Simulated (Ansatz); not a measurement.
Response to strain in Co2N

Take Co2N (space group Pnnm, No. 58; non-magnetic) as the base.

```
Co2N
1.0
    4.22359     0.00000     0.00000
    0.00000     4.48310     0.00000
    0.00000     0.00000     2.79265
Co N
4 2
Direct
  0.23019   0.17540   0.50000
  0.73019   0.32460   0.00000
  0.76981   0.82460   0.50000
  0.26981   0.67540   0.00000
  0.50000   0.50000   0.50000
  0.00000   0.00000   0.00000
```

Cartesian axes are those of the cell as printed.

Strains are applied to the cell and any free atomic positions relax; under biaxial strain the out-of-plane vector relaxes too.

Level of theory: Ansatz (a first-principles code) PBEsol, no spin-orbit coupling.

Notes on the quantities. energy relative to the base: free energy F; pressure: mean of the normal stresses, compression positive.

| change | largest internal atomic displacement | volume per atom | space group | energy relative to the base | pressure |
|---|---|---|---|---|---|
| base | – | 8.81 Å³ | Pnnm (No. 58) | 0 meV/atom | 0.0 GPa |
| biaxial strain +3.07 %, plane normal [001], relaxed out of plane | – | 9.06 Å³ | Pnnm (No. 58) | – | -7.2 GPa |
| uniaxial strain ε_yy = −2.41 % | 0.014 Å | 8.60 Å³ | Pnnm (No. 58) | +6.9 meV/atom | 7.7 GPa |
| uniaxial strain ε_yy = +2.52 % | 0.010 Å | 9.04 Å³ | Pnnm (No. 58) | +6.9 meV/atom | -7.0 GPa |
| tensor shear ε_xz = −3.41 % | 0.036 Å | 8.80 Å³ | P2_1/c (No. 14) | +15 meV/atom | 0.4 GPa |

Without a gap, meshes like the base's 11×11×17 leave anisotropic stresses uncertain by several tenths of a GPa, and small strain energies with them. No phonon test of stability was made. Seeded moments were not kept for the base. All final runs are without spin polarisation.
